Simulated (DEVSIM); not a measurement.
Structure: Ni/SiO2/n-GaAs capacitor, at 300 K.

Layer 1 from the left is SiO2, thickness (nm) 2.00. Layer 2 from the left is GaAs, thickness (nm) 1900, Nd (cm⁻³) 1.2e17.

Metal gate on the left, work function 5.1 eV. Fixed charge at the semiconductor interface 0 cm⁻² (in units of +e); interface traps 2.5e10 cm⁻² eV⁻¹, uniform in energy, neutral level at 0.5 of the gap above the valence band.

This is a model device: material constants are rounded textbook-type values typed into the input, and sizes, dopings and lifetimes were drawn at random. Values at 300 K.

SiO2: gap (eV) 9, affinity (eV) 0.9, permittivity 3.9. GaAs: gap (eV) 1.424, affinity (eV) 4.07, permittivity 12.9, Nc (cm⁻³) 4.7e17, Nv (cm⁻³) 9e18.

Simulated with DEVSIM: 1D Poisson equation in equilibrium, Boltzmann statistics, complete ionisation; no quantum confinement or tunnelling. Metal contacts follow the ideal Schottky-Mott rule: no Fermi-level pinning, no interface dipoles.

### Question
What does the simulation give for the minimum of the low-frequency capacitance?

### Answer
minimum of the low-frequency capacitance 0.0976 μF/cm².
